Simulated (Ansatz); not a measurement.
Structures of equal composition on the (111) surface of fcc Ag: a layer of Os in place of the second plane; a layer of Os in place of the third plane. The slabs share one bottom face, and each structure is named by its start. These are constructed structures in small cells; real faces may alloy, dewet or reconstruct in larger ones, and not all known structures of the face are among them. Slabs of about 12 Å, Fermi-Dirac smearing of 0.1 eV. Bottom of the slabs: a bare face, its two planes held. Relaxed from the named starts with such symmetry as they have, on meshes of like density; energies extrapolated to zero smearing; spin only where a row says so; no spin-orbit coupling, no U. Brackets mark spin-polarised runs, whose order is one that fits the cell.

Computed with PBE (plane waves to 420 eV, PAW; Ansatz, an electronic-structure program).

**Question.** Rank these by energy per 1x1 cell (lowest first), as PBE gives it.

**Answer.** a layer of Os in place of the third plane (0.000 eV), a layer of Os in place of the second plane (0.164 eV)
